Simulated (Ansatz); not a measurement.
System: CsCl-type NiAl. Method: r²SCANh (plane waves, PAW; Ansatz, an electronic-structure program).

Numerical settings: plane-wave cutoff 520 eV, 10×10×10 k mesh, Fermi–Dirac smearing 0.05 eV, no spin polarisation, scalar-relativistic PAW data made under PBE.

Energies at three volumes about the minimum:

| V (Å³/atom) | E − E_lowest (meV/atom) |
|---|---|
| 11.333 | 4.48 |
| 11.623 | 0.00 |
| 11.775 | 1.00 |

Q: Fit a parabola by hand: where is the minimum, what lattice constant follows, and what is the bulk modulus?

A: Slopes: (0.00 − 4.48)/(11.623 − 11.333) = -15.448 and (1.00 − 0.00)/(11.775 − 11.623) = 6.579 meV/Å³. Curvature E″ = 2 × (6.579 − (-15.448))/(11.775 − 11.333) = 99.670 meV/Å⁶. From the middle of the first interval, the slope vanishes at V0 = 11.4780 − (-15.448)/99.670 = 11.633 Å³/atom. B = V0 E″ = 11.633 × 99.670 meV/Å³ × 0.1602 GPa per meV/Å³ = 186 GPa. With 2 atoms in the cube, a = (2 × 11.633)^(1/3) = 2.855 Å. The full Birch–Murnaghan fit to all volumes gives V0 = 11.630 Å³/atom and B0 = 181 GPa.

Measured, for comparison: bulk modulus 156 GPa (room temperature, no zero-point or thermal correction; as tabulated in Yamada et al. (2019), arXiv:1910.09660); lattice constant a 2.882 Å (extrapolated to 0 K, zero-point anharmonic expansion removed (Haas, Tran, Blaha 2009); as tabulated in Levämäki et al. (2014), arXiv:1402.3671). Computed (rounded) less measured: bulk modulus +16 %.

Note: the run has no spin polarisation, so it can have missed a magnetic state.
